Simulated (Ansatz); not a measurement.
Hypothetical Fm-3m MoTe2 under a change: biaxial strain −2.48 %, plane normal [001], relaxed out of plane

The parent structure is MoTe$_{2}$ (space group Fm-3m, No. 225; a = 6.5653 Å; a hypothetical phase, not in the database extracts checked; relaxed with 0.1 eV smearing). Axes: x, y, z lie along the cube axes.

One thing is altered: biaxial strain −2.48 %, plane normal [001], relaxed out of plane (Cartesian); in-plane vectors clamped, the third vector and the atoms free.

Computed with PBEsol in Ansatz (plane waves to 420 eV, PAW, no spin-orbit coupling), earlier PAW set. Γ-centred 15×15×15 mesh, Fermi–Dirac width 0.1 eV.

- Volume per atom: 23.06 Å³ (base 23.58 Å³)
- Space group: I4/mmm (No. 139) (base Fm-3m (No. 225))
- Shortest interatomic distance: 2.823 Å (base 2.843 Å)
- Energy relative to the base (free energy F): +11 meV/atom
- Pressure (mean of the normal stresses, compression positive): 2.3 GPa (base 0.0 GPa)
- Band gap: zero (base zero)
- Out-of-plane strain: +2.81 %
- Ratio −ε⊥/ε∥: 1.13
- Mean in-plane stress (compression positive): +3.5 GPa

Stability against distortions was not tested. All final runs are without spin polarisation. MoTe2 has a high density of states at the Fermi level and may be magnetic at this level.

Ansatz is a program for electronic structure.
